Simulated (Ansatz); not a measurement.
Base system: LiNbO3 (space group R3c, No. 161; a = 5.1899 Å, c = 14.0164 Å (hexagonal axes)).

Structures relaxed with plane-wave PAW DFT at the PBE level (Ansatz, an electronic-structure program, 420 eV), no spin-orbit coupling, earlier PAW set.

Base:

Simulated powder pattern, Cu Kα1, λ = 1.54056 Å (kinematic, ideal powder, no thermal factors, no anomalous dispersion; the 10 strongest lines at most, above 2 %, up to 2θ = 90°):

```tsv
2θ (°)	I/Imax (%)	hkl
23.49	100	(012)
32.37	39	(104)
34.54	23	(110)
42.19	12	(202)
48.06	19	(024)
52.68	27	(116)
55.62	16	(122)
56.31	8.0	(018)
60.52	14	(214)
61.88	12	(300)
```

Now apply this change: cell and atoms relaxed at a pressure of 22.5 GPa.

Where do the lines fall after the change?


Simulated powder pattern, Cu Kα1, λ = 1.54056 Å (kinematic, ideal powder, no thermal factors, no anomalous dispersion; the 10 strongest lines at most, above 2 %, up to 2θ = 90°):

| 2θ (°) | d (Å) | I/Imax (%) | hkl |
|---|---|---|---|
| 24.75 | 3.595 | 100 | (012) |
| 34.03 | 2.632 | 44 | (104) |
| 36.49 | 2.460 | 24 | (110) |
| 41.90 | 2.154 | 8.9 | (113) |
| 44.59 | 2.030 | 17 | (202) |
| 50.75 | 1.797 | 17 | (024) |
| 55.56 | 1.653 | 29 | (116) |
| 58.93 | 1.566 | 16 | (122) |
| 64.11 | 1.451 | 15 | (214) |
| 65.68 | 1.420 | 13 | (300) |

The indices refer to the base's conventional cell; one index is shown for lines that coincide.

Load acts through the strain it causes; cell and atoms are relaxed under it. Stability against distortions was not tested. No other phases were tried under pressure.
